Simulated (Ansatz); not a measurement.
The starting structures come from a database of crystals and need not be the phases stable at ambient conditions.

By PBEsol, the system below comes out a metal.

A figure of merit of an interconnect metal is its ballistic conductance per area.

Data:

```xyz
4
Lattice="3.4597 0.0000 0.0000 0.0000 3.4597 0.0000 0.0000 0.0000 3.4597" Properties=species:S:1:pos:R:3 pbc="T T T"
Ni     1.7299     0.0000     1.7299
Ni     0.0000     1.7299     1.7299
Ni     1.7299     1.7299     0.0000
Ge     0.0000     0.0000     0.0000
```

The cell is strained (all lengths scaled by 0.98); by PBEsol it stands under a pressure of 14.0 GPa.

The current flows along the normal of the first two printed cell vectors, the (001) plane of the conventional cell. No spin-orbit coupling; the value is a mean over 0.1 eV about the Fermi level.

**Question.** Compute, with PBEsol (Ansatz, a first-principles code), the ballistic conductance per area.

**Answer.** 0.24 × 10¹⁵ S/m² for both spins.
